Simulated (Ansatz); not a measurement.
Stishovite (SiO2), treated with r²SCAN-D4 in Ansatz (PAW).

Settings: plane-wave cutoff 560 eV, 8×8×12 k mesh (along the axes of the cell as run), Fermi–Dirac smearing 0.01 eV, scalar-relativistic PAW data made under PBE.

Cell (relaxed at this level):

```yaml
crystal:
  lattice:
    - [4.17454, 0.00000, 0.00000]
    - [0.00000, 4.17454, 0.00000]
    - [0.00000, 0.00000, 2.66540]
  atoms:
    - { symbol: Si, position: [0.00000, 0.00000, 0.00000] }
    - { symbol: Si, position: [0.50000, 0.50000, 0.50000] }
    - { symbol: O, position: [0.30586, 0.30586, 0.00000] }
    - { symbol: O, position: [0.80586, 0.19414, 0.50000] }
    - { symbol: O, position: [0.19414, 0.80586, 0.50000] }
    - { symbol: O, position: [0.69414, 0.69414, 0.00000] }
```

Problem. Predict the bulk modulus, band gap and pressure derivative B′ of the bulk modulus.

Solution. 
- bulk modulus = 309 GPa
- band gap = 6.62 eV (direct)
- pressure derivative B′ of the bulk modulus = 5.3

Measured, for comparison: bulk modulus 310 ± 1 GPa (300 K, not corrected to a static lattice; as tabulated in arXiv:1001.2066). Computed (rounded) less measured: bulk modulus -0.3 %.

Note: the bulk modulus comes from volumes at which shape and atoms were relaxed.

Computed values are for the static lattice.

Cost on a shared machine: roughly 10 core-minutes.

Ansatz is an electronic-structure program.
